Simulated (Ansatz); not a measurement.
An Ansatz (a program for electronic structure) input (DFT with PBE, PAW potentials and a 420 eV plane-wave cutoff in Ansatz, no spin-orbit coupling):

Ansatz 0.2 input:
```yaml
crystal:
  lattice:
    - [4.4649200735, 0, 0]
    - [-2.2324600367, 3.8667342095, 0]
    - [0, 0, 9.7582300992]
  atoms:
    - { symbol: Hg, position: [0.769214077, 0, 0.6666666667] }
    - { symbol: Hg, position: [0, 0.769214077, 0.3333333333] }
    - { symbol: Hg, position: [0.230785923, 0.230785923, 0] }
    - { symbol: S, position: [0.4468813001, 0, 0.1666666667] }
    - { symbol: S, position: [0, 0.4468813001, 0.8333333333] }
    - { symbol: S, position: [0.5531186999, 0.5531186999, 0.5] }
basis: { ecutwfc: 420, ecutrho_ratio: 4, xc_grid: 2, fft_grid_basis: typed }
kpoints: { mp_grid: { grid: [12, 12, 5] } }
hamiltonian:
  xc: pbe
  dispersion: none
  pseudopotentials: { kind: paw }
total_charge: 1.684725
scf: { occupations: { method: fermi_dirac, width: 0.0259 }, convergence: { dr2_threshold: 0.0000000006 } }
relax: { f_tol: 0.005, max_steps: 30 }
output: { forces: true, stress: true }
checkpoint: { write: state.ck, write_every: 1000 }
```

Q: Which symmetry and how many k-points will the program report, and about how many plane waves at Γ?

A: Space group P3221 (ITA 154) with 6 operations, k-points 81 of 720, and 3327 plane waves at Γ.

Carriers are added with a uniform compensating background; total energy and stress of such cells depend on the potential's zero and are not compared; many-body gap narrowing is missing at this level. No phonon test of stability was made. The cell was made from HgS (space group P3_221, No. 154; made of chains) by this change: holes 1.0×10^22 cm⁻³. No dispersion term is included, though the crystal is made of layers, chains or molecules, so its spacings can come out too wide.
